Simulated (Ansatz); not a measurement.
Ansatz (a first-principles code), DFT, PBEsol, plane waves, its default PAW files: Cs2YTlF6 (from the phase in space group 225, mp-1112482) (F6YCs2Tl), 10 atoms. Basis and mesh were picked for this test and aren't claimed converged.

```json
{
 "cell": "6.81, 6.81, 6.81 Å; 60, 60, 60°",
 "task": "single point",
 "k mesh": "4×4×4",
 "hamiltonian.xc": "pbesol",
 "kind_of_files": "paw",
 "scf.occupations.method": "fermi_dirac",
 "scf.occupations.width": "0.05 eV",
 "output.forces": "true",
 "binding of workers (--pin)": "off",
 "k-point pools (--kpoint-pools)": "1",
 "memory maximum (--max-ram)": "8GiB",
 "accuracy": "medium (default)",
 "basis.precision": "auto (default)",
 "basis.xc_grid": "2 (default)",
 "scf.eigensolver.kind": "auto (default)",
 "scf.mixing.algorithm": "auto (default)",
 "scf.mixing.preconditioner": "auto (default)",
 "scf.convergence.dr2_threshold": "2.22921e-07 (default)",
 "scf.lower_state_search": "light (default)",
 "k-points after symmetry": "8",
 "bands_at_the_start": "52",
 "electrons": "84",
 "plane waves at Γ": "4285",
 "cutoff (eV)": "420",
 "FFT grid": "48×48×48",
 "symmetry_operations": "48"
}
```

One run each. The counts of a restarted run leave out the earlier run.

All on 4 threads. Base settings, kept where nothing else is said: earlier_run = none (default) (scf.initial_density.chi_scale, scf.initial_density.normalization, checkpoint.read, checkpoint.density_extrapolation, kpoints.initial_grid not set). The settings tried:
- kpoints.initial_grid = auto
- checkpoint.read = first.ck, earlier_run = first_atom_moved_ang=0 orbitals_saved=false scf.convergence.dr2_threshold=0.001
- checkpoint.read = first.ck, earlier_run = first_atom_moved_ang=0 orbitals_saved=false kpoints.mp_grid.grid=2×2×2
- checkpoint.read = first.ck, earlier_run = first_atom_moved_ang=0.1 orbitals_saved=false
- checkpoint.read = first.ck, earlier_run = first_atom_moved_ang=0.03 orbitals_saved=true, checkpoint.density_extrapolation = none
- checkpoint.read = first.ck, earlier_run = first_atom_moved_ang=0 orbitals_saved=true scf.convergence.dr2_threshold=0.001
- checkpoint.read = first.ck, earlier_run = first_atom_moved_ang=0.03 orbitals_saved=false
- scf.initial_density.chi_scale = 0.1
- checkpoint.read = first.ck, earlier_run = first_atom_moved_ang=0.1 orbitals_saved=false, checkpoint.density_extrapolation = none
- checkpoint.read = first.ck, earlier_run = first_atom_moved_ang=0 orbitals_saved=false hamiltonian.xc=pbe
- checkpoint.read = first.ck, earlier_run = first_atom_moved_ang=0.1 orbitals_saved=false, checkpoint.density_extrapolation = follow_atoms
- checkpoint.read = first.ck, earlier_run = first_atom_moved_ang=0.3 orbitals_saved=false
- scf.initial_density.chi_scale = 0, scf.initial_density.normalization = cell
- the base settings

Question: Name the extremes by SCF iterations: fewest, most, and any that don't converge.

Answer: Fewest SCF iterations, with those close behind: checkpoint.read = first.ck, earlier_run = first_atom_moved_ang=0 orbitals_saved=true scf.convergence.dr2_threshold=0.001 (2); checkpoint.read = first.ck, earlier_run = first_atom_moved_ang=0 orbitals_saved=false scf.convergence.dr2_threshold=0.001 (3); checkpoint.read = first.ck, earlier_run = first_atom_moved_ang=0 orbitals_saved=false kpoints.mp_grid.grid=2×2×2 (4); checkpoint.read = first.ck, earlier_run = first_atom_moved_ang=0.03 orbitals_saved=false (5). Most among those that reach the base run's result: kpoints.initial_grid = auto (10); scf.initial_density.chi_scale = 0, scf.initial_density.normalization = cell (9); checkpoint.read = first.ck, earlier_run = first_atom_moved_ang=0.1 orbitals_saved=false, checkpoint.density_extrapolation = none (8); scf.initial_density.chi_scale = 0.1 (8); checkpoint.read = first.ck, earlier_run = first_atom_moved_ang=0.03 orbitals_saved=true, checkpoint.density_extrapolation = none (7). All converged. In the base run the program took: scf.mixing.algorithm MSR1, scf.eigensolver.kind band_cg, --slots 4.

```tsv
setting	SCF iterations	applications of H to a band	end
checkpoint.read = first.ck, earlier_run = first_atom_moved_ang=0 orbitals_saved=true scf.convergence.dr2_threshold=0.001	2	2633	converged
checkpoint.read = first.ck, earlier_run = first_atom_moved_ang=0 orbitals_saved=false scf.convergence.dr2_threshold=0.001	3	5931	converged
checkpoint.read = first.ck, earlier_run = first_atom_moved_ang=0 orbitals_saved=false kpoints.mp_grid.grid=2×2×2	4	5947	converged
checkpoint.read = first.ck, earlier_run = first_atom_moved_ang=0.03 orbitals_saved=false	5	6605	converged
the base settings	6	6187	converged
checkpoint.read = first.ck, earlier_run = first_atom_moved_ang=0.1 orbitals_saved=false	6	7075	converged
checkpoint.read = first.ck, earlier_run = first_atom_moved_ang=0.3 orbitals_saved=false	6	7031	converged
checkpoint.read = first.ck, earlier_run = first_atom_moved_ang=0.1 orbitals_saved=false, checkpoint.density_extrapolation = follow_atoms	6	7075	converged
checkpoint.read = first.ck, earlier_run = first_atom_moved_ang=0 orbitals_saved=false hamiltonian.xc=pbe	6	6781	converged
checkpoint.read = first.ck, earlier_run = first_atom_moved_ang=0.03 orbitals_saved=true, checkpoint.density_extrapolation = none	7	6847	converged
scf.initial_density.chi_scale = 0.1	8	8379	converged
checkpoint.read = first.ck, earlier_run = first_atom_moved_ang=0.1 orbitals_saved=false, checkpoint.density_extrapolation = none	8	7383	converged
scf.initial_density.chi_scale = 0, scf.initial_density.normalization = cell	9	9367	converged
kpoints.initial_grid = auto	10	8673	converged
```

Keys are those of Ansatz 0.2.
